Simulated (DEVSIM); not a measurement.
## double heterostructure, GaAs between p- and n-type Al0.4Ga0.6As

System: double heterostructure, GaAs between p- and n-type Al0.4Ga0.6As, at 400 K.

```
layer (left to right)      material  thickness (μm)  Nd (cm⁻³)  Na (cm⁻³)  τn (s)  τp (s)
---------------------  ------------  --------------  ---------  ---------  ------  ------
1                      Al0.4Ga0.6As           0.770     1.7e17          -  3.8e-9  3.8e-9
2                              GaAs          0.0670          -     2.3e15  3.8e-9  3.8e-9
3                      Al0.4Ga0.6As           0.160          -     1.8e17  3.8e-9  3.8e-9
```

Left contact: ohmic. Right contact: ohmic. Voltage is applied to the left contact. Recombination: SRH at mid-gap, radiative. Mobility is constant in doping.

The device is made up for the run: typed textbook-type constants, with dimensions and the other settings drawn at random. Values at 300 K; Nc and Nv go as T^1.5, mobilities as T to minus their exponent, the gap by Varshni's rule with the affinity fixed.

```
parameter         Al0.4Ga0.6As      GaAs
----------------  ------------  --------
gap (eV)                1.9228     1.424
affinity (eV)            3.754      4.07
permittivity             11.76      12.9
Nc (cm⁻³)              7.93e17    4.7e17
Nv (cm⁻³)                 9e18      9e18
μn (cm²/Vs)               3220      8500
μp (cm²/Vs)                158       400
T exponent of μn           2.1       2.1
T exponent of μp           2.2       2.2
B (cm³/s)                2e-10     2e-10
Varshni α (eV/K)      0.000541  0.000541
Varshni β (K)              204       204
```

DEVSIM, 1D drift-diffusion, Boltzmann statistics, complete ionisation; no tunnelling, impact ionisation, image-force lowering or self-heating. Band offsets follow the typed affinities; no thermionic-emission limit at abrupt steps, no polarisation charge.

- Potential step across the device at zero bias = 1.658 V
- Dark forward voltage at 1 A/cm² = 1.003 V
- Dark forward voltage at 100 A/cm² = 1.242 V

Small-signal capacitance in reverse bias (quasi-static):

```
V (V)  C (nF/cm²)
-----  ----------
0.4          57.1
1            50.7
2            43.6
3            38.8
4            35.3
6            30.5
```

Dark forward current:

```
V (V)  J (A/cm²)
-----  ---------
-0.05    -1.5e-7
-0.10    -4.4e-7
-0.20    -2.3e-6
-0.25    -5.0e-6
-0.35    -2.3e-5
-0.40    -4.9e-5
-0.50   -0.00023
-0.55   -0.00049
-0.60    -0.0011
-0.70    -0.0053
-0.75     -0.012
-0.85     -0.064
-0.90      -0.15
-0.95      -0.37
-1.05       -2.4
-1.10       -6.4
-1.20        -43
-1.25       -120
-1.35       -930
-1.40      -2300
```
